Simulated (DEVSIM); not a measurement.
Structure: Al0.35Ga0.65As/GaAs p-n heterojunction, at 300 K.

```tsv
layer (left to right)	material	thickness (μm)	Nd (cm⁻³)	Na (cm⁻³)	τn (s)	τp (s)
1	Al0.35Ga0.65As	0.340	-	1.5e17	4.6e-9	4.6e-9
2	GaAs	1.90	4.7e16	-	4.6e-9	4.6e-9
```

Left contact: ohmic. Right contact: ohmic. Voltage is applied to the left contact. Recombination: SRH at mid-gap, Auger. Mobility is μmin + (μ − μmin)/(1 + (N/Nref)^α).

Constants are typed, rounded textbook-type inputs, not results; the design itself was drawn at random and stands for no fabricated device. Values at 300 K.

| parameter | Al0.35Ga0.65As | GaAs |
|---|---|---|
| gap (eV) | 1.8604 | 1.424 |
| affinity (eV) | 3.7935 | 4.07 |
| permittivity | 11.91 | 12.9 |
| Nc (cm⁻³) | 7.44e17 | 4.7e17 |
| Nv (cm⁻³) | 9e18 | 9e18 |
| μn (cm²/Vs) | 3495 | 8500 |
| μp (cm²/Vs) | 176 | 400 |
| μn,min | 500 | 500 |
| μp,min | 20 | 20 |
| Nref,n | 6e16 | 6e16 |
| Nref,p | 1.5e17 | 1.5e17 |
| αn | 0.39 | 0.39 |
| αp | 0.38 | 0.38 |
| Cn (cm⁶/s) | 1e-30 | 1e-30 |
| Cp (cm⁶/s) | 1e-30 | 1e-30 |

Model (solved in DEVSIM): 1D drift-diffusion, Boltzmann statistics, complete ionisation; no tunnelling, impact ionisation, image-force lowering or self-heating. Band offsets follow the typed affinities; no thermionic-emission limit at abrupt steps, no polarisation charge.

Task: Tabulate band edges, carrier densities and field at 1.05 V on the left contact.

Result: Energies count from the Fermi level of the right contact; mesh points crowd at the junctions.

```json
[
 {"x (μm)": "0.000", "Ec (eV)": "0.705", "Ev (eV)": "-1.156", "n (cm⁻³)": "< 1e2", "p (cm⁻³)": "1.5e17", "field (V/cm)": "≈ 0"},
 {"x (μm)": "0.005558", "Ec (eV)": "0.705", "Ev (eV)": "-1.156", "n (cm⁻³)": "20000", "p (cm⁻³)": "1.5e17", "field (V/cm)": "≈ 0"},
 {"x (μm)": "0.01736", "Ec (eV)": "0.705", "Ev (eV)": "-1.156", "n (cm⁻³)": "61000", "p (cm⁻³)": "1.5e17", "field (V/cm)": "≈ 0"},
 {"x (μm)": "0.04435", "Ec (eV)": "0.705", "Ev (eV)": "-1.156", "n (cm⁻³)": "160000", "p (cm⁻³)": "1.5e17", "field (V/cm)": "≈ 0"},
 {"x (μm)": "0.1279", "Ec (eV)": "0.705", "Ev (eV)": "-1.156", "n (cm⁻³)": "450000", "p (cm⁻³)": "1.5e17", "field (V/cm)": "≈ 0"},
 {"x (μm)": "0.2362", "Ec (eV)": "0.705", "Ev (eV)": "-1.156", "n (cm⁻³)": "830000", "p (cm⁻³)": "1.5e17", "field (V/cm)": "-20"},
 {"x (μm)": "0.2958", "Ec (eV)": "0.699", "Ev (eV)": "-1.161", "n (cm⁻³)": "1300000", "p (cm⁻³)": "1.2e17", "field (V/cm)": "-4900"},
 {"x (μm)": "0.3267", "Ec (eV)": "0.638", "Ev (eV)": "-1.222", "n (cm⁻³)": "1.4e7", "p (cm⁻³)": "1.1e16", "field (V/cm)": "-44000"},
 {"x (μm)": "0.3367", "Ec (eV)": "0.583", "Ev (eV)": "-1.278", "n (cm⁻³)": "1.2e8", "p (cm⁻³)": "1.4e15", "field (V/cm)": "-66000"},
 {"x (μm)": "0.3413", "Ec (eV)": "0.275", "Ev (eV)": "-1.149", "n (cm⁻³)": "1.1e13", "p (cm⁻³)": "1.9e17", "field (V/cm)": "-62000"},
 {"x (μm)": "0.3485", "Ec (eV)": "0.236", "Ev (eV)": "-1.188", "n (cm⁻³)": "5.1e13", "p (cm⁻³)": "4.3e16", "field (V/cm)": "-48000"},
 {"x (μm)": "0.3735", "Ec (eV)": "0.143", "Ev (eV)": "-1.280", "n (cm⁻³)": "1.8e15", "p (cm⁻³)": "1.2e15", "field (V/cm)": "-28000"},
 {"x (μm)": "0.4180", "Ec (eV)": "0.073", "Ev (eV)": "-1.351", "n (cm⁻³)": "2.8e16", "p (cm⁻³)": "7.9e13", "field (V/cm)": "-6400"},
 {"x (μm)": "0.5143", "Ec (eV)": "0.060", "Ev (eV)": "-1.364", "n (cm⁻³)": "4.7e16", "p (cm⁻³)": "4.4e13", "field (V/cm)": "-59"},
 {"x (μm)": "0.8502", "Ec (eV)": "0.060", "Ev (eV)": "-1.365", "n (cm⁻³)": "4.7e16", "p (cm⁻³)": "3.3e13", "field (V/cm)": "≈ 0"},
 {"x (μm)": "1.399", "Ec (eV)": "0.060", "Ev (eV)": "-1.365", "n (cm⁻³)": "4.7e16", "p (cm⁻³)": "1.9e13", "field (V/cm)": "≈ 0"},
 {"x (μm)": "1.854", "Ec (eV)": "0.060", "Ev (eV)": "-1.365", "n (cm⁻³)": "4.7e16", "p (cm⁻³)": "8.3e12", "field (V/cm)": "≈ 0"},
 {"x (μm)": "2.064", "Ec (eV)": "0.060", "Ev (eV)": "-1.365", "n (cm⁻³)": "4.7e16", "p (cm⁻³)": "3.8e12", "field (V/cm)": "≈ 0"},
 {"x (μm)": "2.182", "Ec (eV)": "0.060", "Ev (eV)": "-1.365", "n (cm⁻³)": "4.7e16", "p (cm⁻³)": "1.2e12", "field (V/cm)": "≈ 0"},
 {"x (μm)": "2.216", "Ec (eV)": "0.060", "Ev (eV)": "-1.365", "n (cm⁻³)": "4.7e16", "p (cm⁻³)": "5.2e11", "field (V/cm)": "≈ 0"},
 {"x (μm)": "2.231", "Ec (eV)": "0.060", "Ev (eV)": "-1.365", "n (cm⁻³)": "4.7e16", "p (cm⁻³)": "1.8e11", "field (V/cm)": "≈ 0"},
 {"x (μm)": "2.240", "Ec (eV)": "0.060", "Ev (eV)": "-1.365", "n (cm⁻³)": "4.7e16", "p (cm⁻³)": "< 1e2", "field (V/cm)": "≈ 0"}
]
```
